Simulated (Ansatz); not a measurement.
The parent structure is KF in the NiAs type structure (space group P6_3/mmc, No. 194; a = 3.7393 Å, c = 6.5977 Å; a hypothetical phase, not in the database extracts checked). Axes: x lies along a and z along c of the hexagonal cell.

(Cell as relaxed with PBE.)

Levels (all Ansatz, a program for electronic structure, PAW): PBE (420 eV, no SOC); r2SCAN (500 eV, spin-orbit coupling left out).

Each level relaxes its own structure.

```json
[
 {"base": "volume per atom", "PBE": "19.97 Å³", "r2SCAN": "18.80 Å³"},
 {"base": "lattice parameter a", "PBE": "3.739 Å", "r2SCAN": "3.661 Å"},
 {"base": "band gap", "PBE": "5.90 eV", "r2SCAN": "6.86 eV"}
]
```

Modification: uniaxial strain ε_xx = −2.49 %, all other strain components held at zero; the atoms relax in the strained cell.

```tsv
quantity	PBE	r2SCAN
valence-band top at Γ (three highest levels, from the VBM)	0.00, -0.03, -0.11 eV	(withheld)
gap character	direct at Γ	(withheld)
stress (xx, yy, zz, yz, xz, xy; compression positive)	(1.25, 0.50, 0.37, 0.00, 0.00, 0.00) GPa	(withheld)
shift of the gap caused by the change	+0.09 eV	(withheld)
```

Question: Predict the r2SCAN column.

Answer: 
- valence-band top at Γ (three highest levels, from the VBM), r2SCAN: 0.00, -0.03, -0.10 eV
- gap character, r2SCAN: direct at Γ
- stress (xx, yy, zz, yz, xz, xy; compression positive), r2SCAN: (1.36, 0.67, 0.56, 0.00, 0.00, 0.00) GPa
- shift of the gap caused by the change, r2SCAN: +0.10 eV

The two agree on the gap character. Neither level is exact; r2SCAN is the comparison here, not a measurement.

Whether these cells are dynamically stable was not tested. Labels are those of the standard path for the cell's own space group.
